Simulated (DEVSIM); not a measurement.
System: Schottky contact on n-type Si, at 300 K.

Layer 1 from the left is Si, thickness (μm) 2.50, Nd (cm⁻³) 1.1e15, τn (s) 2e-6, τp (s) 2e-6. Layer 2 from the left is Si, thickness (μm) 8.60, Nd (cm⁻³) 2.7e18, τn (s) 2e-6, τp (s) 2e-6.

Left contact: Schottky, work function 4.95 eV, emission velocity 7.8e6 cm/s. Right contact: ohmic. Voltage is applied to the left contact. Recombination: SRH at mid-gap, radiative. Gap narrowing is on: ΔEg = 6.92 meV × (l + √(l² + 0.5)), l = ln(N/1.3e17 cm⁻³), shared equally by both band edges. Mobility is μmin + (μ − μmin)/(1 + (N/Nref)^α).

This is a model device: material constants are rounded textbook-type values typed into the input, and sizes, dopings and lifetimes were drawn at random. Values at 300 K.

Si: gap (eV) 1.124, affinity (eV) 4.05, permittivity 11.7, Nc (cm⁻³) 2.86e19, Nv (cm⁻³) 3.1e19, μn (cm²/Vs) 1417, μp (cm²/Vs) 470, μn,min 52, μp,min 45, Nref,n 9.7e16, Nref,p 2.2e17, αn 0.68, αp 0.72, B (cm³/s) 4.7e-15.

Model (solved in DEVSIM): 1D drift-diffusion, Boltzmann statistics, complete ionisation; no tunnelling, impact ionisation, image-force lowering or self-heating. Metal contacts follow the ideal Schottky-Mott rule: no Fermi-level pinning, no interface dipoles.

Dark forward current:

```csv
|V| (V),|J| (A/cm²)
0.05,1.223e-7
0.10,9.258e-7
0.15,6.325e-6
0.20,4.282e-5
0.25,0.0002896
0.30,0.001953
0.35,0.01311
0.40,0.08699
0.45,0.5614
0.50,3.289
0.55,14.71
0.60,46.85
0.65,126.5
0.70,323.5
0.75,781.5
0.80,1705
0.85,3239
```

Q: Work out the local ideality factor n = ΔV / (kT/q · ln(J2/J1)) between the rows 0.15 and 0.20 V, 0.80 and 0.85 V.

A: kT/q = 25.85 mV. From 0.15 to 0.20 V: ln(4.282e-5/6.325e-6) = 1.912, n = 1.01, near the 1 of diffusion or emission over a barrier. From 0.80 to 0.85 V: ln(3239/1705) = 0.642, n = 3.01.

Q: Estimate the current at 0.30 V for emission alone, J0 = q v N_band exp(−φB/kT), and read the barrier back from the simulated current.

A: φB = 0.900 eV, N_band = 2.86e19 cm⁻³, J0 = 2.71e-8 A/cm²; J = J0 (exp(qV/kT) − 1) = 0.00297 A/cm². The simulation gives 0.00195 A/cm²; the estimate lies 52 % above. Read backwards, the simulated current gives an apparent barrier of 0.911 eV. The estimate leaves out transport through the depletion region and minority injection.
